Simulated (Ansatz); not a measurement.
MgO (Fm-3m), PBEsol, rigid bands run with Ansatz (a quantum-chemistry and plane-wave program): N_c = 5.12e18 cm⁻³ at 300 K and an electron conductivity mass of 0.351 mₑ.

**Question.** For 1e16 electrons per cm³ at 300 K, place the Fermi level, estimate the Seebeck coefficient of a parabolic band with constant τ, and give mobility and conductivity for τ = 50 fs.

**Answer.** The level lies k_BT ln(N_c/n) = 0.161 eV below the conduction-band minimum. S ≈ −(k_B/e)[ln(N_c/n) + 5/2] = -753 μV/K, against -752 μV/K from the full bands (mean over directions). μ = eτ/m = 251 cm²/(V·s) and σ = neμ = 0.401 S/cm. τ is assumed, not computed.

Band transport and this doping are assumed; polarons and phonon drag are left out. Spin-orbit coupling is left out.
